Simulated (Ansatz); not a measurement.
Antifluorite Na2S: LDA at its full settings (plane-wave cutoff 520 eV, 10×10×10 k mesh, Fermi–Dirac smearing 0.01 eV, scalar-relativistic PAW data made under PBE) and at cheaper ones, in a cell of 3 atoms with Γ-centred meshes.

```csv
level and setting,lattice parameter a (Å),bulk modulus B0 (GPa)
LDA (Ansatz),6.384,33.6
LDA (Γ point alone) (Ansatz),…,…
LDA (2×2×2 k mesh) (Ansatz),6.443,31.4
LDA (4×4×4 k mesh) (Ansatz),6.385,33.5
```

**Question.** What belongs in the gaps?

**Answer.** 
- LDA (Γ point alone) (Ansatz, an electronic-structure program), lattice parameter a (Å): 6.952
- LDA (Γ point alone) (Ansatz), bulk modulus B0 (GPa): 13.8

Largest shifts from the full settings: lattice constant a +8.90 % (LDA (Γ point alone)), against a difference of -2.34 % of the full result from the reference 6.537 Å (measured, temperature not stated, no zero-point or thermal correction, sources range from 6.526 to 6.537; as tabulated in Some thermoelectric phenomena in copper chalcogenides replaced by lithium and …); bulk modulus -59 % (LDA (Γ point alone)).

Ansatz's density-functional and Hartree–Fock values are scalar-relativistic unless marked +SOC, with PAW data made under PBE.

Run with cheap settings on purpose, which may leave them unconverged: LDA (2×2×2 k mesh), LDA (4×4×4 k mesh), LDA (Γ point alone).
